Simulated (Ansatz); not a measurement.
# Short convergence ladders for KI (Fm-3m, 2 atoms in the cell)

```yaml
crystal:
  lattice:
    - [0.00000, 3.51733, 3.51733]
    - [3.51733, 0.00000, 3.51733]
    - [3.51733, 3.51733, 0.00000]
  atoms:
    - { symbol: K, position: [0.00000, 0.00000, 0.00000] }
    - { symbol: I, position: [0.50000, 0.50000, 0.50000] }
```

Base method: LDA (PW92), default PAW files made with PBE (plane waves; Ansatz, a first-principles code).

Base settings: basis.ecutwfc = 420 eV; kpoints.mp_grid.grid = 6 6 6; hamiltonian.xc = lda; hamiltonian.pseudopotentials = {kind: paw} (the program's default PAW files); scf.occupations.method = fermi_dirac; scf.occupations.width = 0.05 eV.

**Zone-centre phonons against the mesh**

In this ladder: scf.occupations.method = fixed; scf.occupations.width = default; phonons.method = dfpt; phonons.dielectric = true; phonons.rigid_motions = translations.

Frequencies are those of the unrelaxed cell, without the LO-TO term of polar crystals.

Only quantities that move along the ladder and can be compared are tabulated.

```csv
kpoints.mp_grid.grid,highest zone-centre frequency (cm⁻¹)
2 2 2,83.0
3 3 3,90.2
4 4 4,90.8
5 5 5,90.9
8 8 8,90.9
10 10 10,90.9
12 12 12,90.9
15 15 15,90.9
```

Coarsest kpoints.mp_grid.grid that holds the highest zone-centre frequency within 1 cm⁻¹ of the last step, with all finer ones: 3 3 3; the step before is off by 7.9 cm⁻¹.

**The q mesh of the phonons**

In this ladder: scf.occupations.method = fixed; scf.occupations.width = default; phonons.method = dfpt; phonons.dielectric = true; phonons.rigid_motions = translations.

Only quantities that move along the ladder and can be compared are tabulated.

Thermal sums run over frequencies interpolated from this q mesh.

| phonons.qmesh | zero-point energy (meV/atom) | vibrational free energy at 300 K (meV/atom) |
|---|---|---|
| 1 1 1 | 12.60 | -96.21 |
| 2 2 2 | 12.93 | -92.71 |
| 3 3 3 | 12.89 | -92.97 |

Coarsest phonons.qmesh that holds the zero-point energy within 0.2 meV/atom of the last step, with all finer ones: 2 2 2; the step before is off by 0.30 meV/atom.

Coarsest phonons.qmesh that holds the vibrational free energy at 300 K within 2 meV/atom of the last step, with all finer ones: 2 2 2; the step before is off by 3.2 meV/atom.

On the base run: the starting cell has typed, rounded lattice constants, without a prior relaxation at this level. Its lattice was rescaled by up to half a per cent.

Keys are those of Ansatz 0.2.
